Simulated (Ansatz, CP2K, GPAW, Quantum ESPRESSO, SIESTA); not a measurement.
**One structure in several programs: Hf2Ga3Ni (Cm, 6 atoms in the cell)**

Self-consistent single point.

```
CELL_PARAMETERS angstrom
      4.87170    -2.07742     0.00000
      4.87170     2.07742     0.00000
     -4.20740     0.00000     4.87947
ATOMIC_POSITIONS crystal
  Hf 0.53830 0.53830 0.28162
  Hf 0.45630 0.45630 0.70249
  Ga 0.85410 0.85410 0.32768
  Ga 0.82262 0.82262 0.86291
  Ga 0.16072 0.16072 0.10465
  Ni 0.16797 0.16797 0.72065
```

Shared settings, as Ansatz (an electronic-structure program) writes them: kpoints.mp_grid.grid = 4 4 3; scf.occupations.method = gaussian; scf.occupations.width = 0.0073 Ry. Potentials and cutoffs stand in the table.

```json
[
 {"code": "CP2K", "model": "PBEsol, GPW, DZVP-MOLOPT-SR-GTH basis, GTH-PBE potentials (GTH_POTENTIALS)", "pressure (GPa)": "-4.30", "largest force (eV/Å)": "–", "cutoff": "grid 600 Ry"},
 {"code": "SIESTA", "model": "GGA PBEsol, numerical atomic orbitals DZP, PseudoDojo PBEsol standard norm-conserving potentials (rewritten from UPF to PSML)", "pressure (GPa)": "-5.04", "largest force (eV/Å)": "0.194", "cutoff": "grid 300 Ry"},
 {"code": "Quantum ESPRESSO", "model": "PBEsol, SSSP 1.1.2 precision (PBE) pseudopotentials", "pressure (GPa)": "-4.55", "largest force (eV/Å)": "0.132", "cutoff": "85 Ry"},
 {"code": "Ansatz", "model": "PBEsol, PAW files made with PBE", "pressure (GPa)": "-4.89", "largest force (eV/Å)": "0.141", "cutoff": "default"},
 {"code": "GPAW", "model": "PBEsol, GPAW PAW datasets PBEsol (made by gpaw-setup)", "pressure (GPa)": "-3.53", "largest force (eV/Å)": "0.175", "cutoff": "800 eV"}
]
```

Size of the force on each atom (eV/Å): Sizes of forces hide their directions.

```tsv
code	Hf1	Hf2	Ga3	Ga4	Ga5	Ni6
SIESTA	0.098	0.113	0.069	0.194	0.058	0.105
Quantum ESPRESSO	0.109	0.065	0.034	0.132	0.119	0.087
Ansatz	0.104	0.071	0.029	0.141	0.116	0.087
GPAW	0.101	0.069	0.062	0.175	0.113	0.088
```

A dash marks a value that a program does not give, or that is left out as unsure.

On Ansatz's run: spin-orbit coupling is off. Spin polarisation is off.

The spread over the programs that give each value: pressure within 1.51 GPa; largest force within 0.062 eV/Å.

CP2K and SIESTA use small atom-centred bases, whose incompleteness enters pressures, forces and empty levels differently from a plane-wave cutoff. Ansatz's pressure is given at a fixed set of plane waves, as the other plane-wave codes print theirs; with its correction for the finite basis it is -4.84 GPa. In the pressure, GPAW (by 1.02) lies more than 1 GPa from the median of the plane-wave programs. In the force vectors, SIESTA (by 0.126) lies more than 0.08 eV/Å from the median of the plane-wave programs.

The shared mesh is coarse (it stands for a supercell whose shortest vector is 17 Å), so the values are not converged in it.

The starting cell comes from a database of computed structures (which also holds hypothetical and non-ambient phases and stackings), without a prior relaxation at this level.

Left out of this page: Elk (not drawn, or without a comparable value).

Keys are those of Ansatz 0.2.
